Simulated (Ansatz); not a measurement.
fcc Cu (0 0 1) on zinc-blende GaAs (0 0 1) (film strained to the substrate, faces as cut)

A periodic stack without vacuum, fcc Cu (0 0 1) on zinc-blende GaAs (0 0 1) (film strained to the substrate, faces as cut): substrate slab As10Ga12, film Cu30, surface cells [[0, -1], [2, 1]] and [[-3, -1], [-1, -2]], film strained by +0.1 and +0.1 %, faces Ga/Ga and Cu/Cu as cut (like faces can put a slab off its formula).

The start was prepared with a machine-learned potential, and the result is one local minimum, with the in-plane cell held and forces under 0.04 eV/Å; the film can end far from its bulk form.

Method: PBE (plane waves to 420 eV, PAW; Ansatz, an electronic-structure program). Spin–orbit coupling is left out; the runs are not spin-polarised; PBE gaps are too small against experiment. Its k-point mesh 5×5×1, Fermi–Dirac width 0.05 eV.

The interface area comes out as 33.0 Å², the period is 27.24 Å and the gaps between the outermost planes at the two interfaces is 1.78 and 1.78 Å. The Cu–Ga contacts across the interfaces within 1.22 times the sum of covalent radii comes out as 12, mean 2.54 Å. The estimate of the barrier comes out as withheld, since the Fermi level falls at or inside a band of the host, which a slab this thin can't settle.

```
CELL_PARAMETERS angstrom
      5.74464    -0.00067     0.10875
     -0.00091     5.74506     0.08272
      0.52126     2.78663    27.30030
ATOMIC_POSITIONS crystal
  As 0.78725 0.23480 0.08392
  As 0.28153 0.72329 0.08591
  As 0.74551 0.11011 0.29647
  As 0.24390 0.60940 0.29652
  As 0.26404 0.16777 0.18898
  As 0.76199 0.66847 0.19314
  As 0.71398 0.98807 0.50886
  As 0.20442 0.49415 0.50727
  As 0.22765 0.05314 0.39987
  As 0.72385 0.55026 0.40399
  Ga 0.01250 0.94127 0.13792
  Ga 0.53175 0.45326 0.13862
  Ga 0.47337 0.07046 0.03677
  Ga 0.10676 0.45781 0.03017
  Ga 0.98089 0.82582 0.34950
  Ga 0.48986 0.33561 0.34905
  Ga 0.49877 0.89335 0.24408
  Ga 0.00885 0.38514 0.24343
  Ga 0.89733 0.64905 0.56275
  Ga 0.51699 0.28467 0.55622
  Ga 0.46003 0.78259 0.45517
  Ga 0.97266 0.26367 0.45441
  Cu 0.48761 0.74599 0.69630
  Cu 0.08292 0.95282 0.69730
  Cu 0.28802 0.35594 0.69678
  Cu 0.88625 0.55027 0.69656
  Cu 0.68972 0.15103 0.69767
  Cu 0.60134 0.48309 0.62817
  Cu 0.19508 0.69329 0.63030
  Cu 0.39354 0.07975 0.63503
  Cu 0.00587 0.28805 0.62972
  Cu 0.79641 0.89409 0.63067
  Cu 0.46212 0.67915 0.82946
  Cu 0.06253 0.87783 0.82986
  Cu 0.26638 0.27872 0.82965
  Cu 0.86532 0.47737 0.82958
  Cu 0.66564 0.07737 0.83001
  Cu 0.57647 0.41398 0.76336
  Cu 0.17481 0.61647 0.76314
  Cu 0.37535 0.01469 0.76306
  Cu 0.97766 0.21581 0.76364
  Cu 0.77443 0.81351 0.76346
  Cu 0.43984 0.61021 0.96300
  Cu 0.03595 0.80167 0.96236
  Cu 0.24617 0.20523 0.96489
  Cu 0.83460 0.40120 0.96291
  Cu 0.64740 0.00157 0.95803
  Cu 0.55346 0.34387 0.89565
  Cu 0.15294 0.53973 0.89634
  Cu 0.34897 0.94235 0.89602
  Cu 0.95855 0.14188 0.89660
  Cu 0.75080 0.73658 0.89587
```
